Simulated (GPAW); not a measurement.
σyy against uniaxial strain in CsCl-type PdIn (space group 221): C12 (GPAW, LDA)

```yaml
crystal:
  lattice:
    - [3.16553, 0.00000, 0.00000]
    - [0.00000, 3.21374, 0.00000]
    - [0.00000, 0.00000, 3.21374]
  atoms:
    - { symbol: In, position: [0.50000, 0.50000, 0.50000] }
    - { symbol: Pd, position: [0.00000, 0.00000, 0.00000] }
```

Method: LDA (Perdew-Wang 92), GPAW PAW datasets LDA (gpaw-data 1.0.1) (plane waves; GPAW). Settings: mode = pw; ecut = 585 eV; xc = LDA; kpts = 20 20 20; mesh shift (steps) = 0 0 0; occupations.name = fermi-dirac; occupations.width = 0.05 eV; nbands = -10; convergence.density = 1e-06 e/electron; convergence.energy = 1e-06 eV/electron; symmetry.symmorphic = false; symmetry.tolerance = 0.0005; maxiter = 100. The cell above is the first row's. The rows stretch one cube axis (x) by the strain ε and hold the other two. Stress is positive in tension. In all rows fractional positions and the k mesh are held.

| ε (%) | σyy (GPa) |
|---|---|
| -1.5 | -2.05 |
| -1.0 | -1.28 |
| -0.5 | -0.55 |
| 0.0 | 0.15 |
| 0.5 | 0.83 |
| 1.0 | 1.50 |
| 1.5 | 2.14 |
| 2.0 | ? |

Fit σyy of the 7 rows that show it with a parabola. Least squares gives σyy = 0.153 + 1.3936·ε - 0.0471·ε². Residuals (row less fit): -0.007, 0.008, 0.006, -0.003, -0.008, 0.000, 0.003; standard error 0.007 (degrees of freedom: 4). The slope at ε = 0, 1.3936 GPa per cent, gives C12 ≈ 100 × 1.3936 = 139 GPa, for the static lattice.

### Question
What does the fit predict for σyy at ε = 2.0, and how far is the calculated value from it?

### Answer
σyy = 0.153 + 1.3936 × 2.0 - 0.0471 × 2.0² = 2.752 GPa. The calculation gives 2.76 GPa, 0.008 GPa above the prediction (0.2 % of the range of σyy in the table). The row lies outside the fitted rows, so this is an extrapolation. From the scatter of the fitted rows alone, a prediction at this place has a standard error of 0.014 GPa, so the miss is 0.6 times that.

Carrying the step between the two nearest rows on in a straight line would have given 2.78, off by 0.02; series whose last step already gives the withheld value aren't shown. The reference cell has the volume at which an earlier scan in this program and functional put its minimum by a fit. The runs keep the symmetry of the cell, so they don't test it for distortions. The unstrained cell stands at a pressure of -0.15 GPa, and the constants belong to that pressure. By symmetry this strain leaves no force on the atoms; the largest in the rows is 0.000 eV/Å. Spin polarisation is off. Without a gap such slopes are sensitive to mesh and smearing. Cutoffs and mesh are single choices, not tested for convergence of this quantity. Series with a scatter that would blur these digits, or in which a gap closes, are not shown. Strain series were run only where this level's volume lies within 10 % of a first guess from the measured size.
